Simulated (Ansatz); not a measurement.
Base system: Ga2O3 (space group C2/m, No. 12).

```
CELL_PARAMETERS angstrom
      6.22762    -1.54173     0.00000
      6.22762     1.54173     0.00000
     -1.39233     0.00000     5.71032
ATOMIC_POSITIONS crystal
  Ga 0.08991 0.08991 0.79470
  Ga 0.91009 0.91009 0.20530
  Ga 0.65850 0.65850 0.31416
  Ga 0.34150 0.34150 0.68584
  O  0.16349 0.16349 0.10919
  O  0.83651 0.83651 0.89081
  O  0.17371 0.17371 0.56436
  O  0.82629 0.82629 0.43564
  O  0.49603 0.49603 0.25671
  O  0.50397 0.50397 0.74329
```

Cartesian axes are those of the cell as printed.

The values are results of plane-wave PAW DFT at the PBE level (Ansatz, a program for electronic structure, 420 eV), no spin-orbit coupling, not measurements.

Before the change:

- Smallest direct gap: 2.03 eV

One thing is altered: the cell is stretched by 1.29 % along x with no lateral relaxation, atoms relaxed at fixed cell.

Question: Predict the new stress and smallest direct gap.

Answer: The stress (xx, yy, zz, yz, xz, xy; compression positive) comes out as (-2.62, -1.40, -1.40, 0.00, 0.20, 0.00) GPa; the smallest direct gap shrinks by 0.106 eV, from 2.03 eV to 1.93 eV.

The cells carry an imposed strain or load. Whether these cells are dynamically stable was not tested.
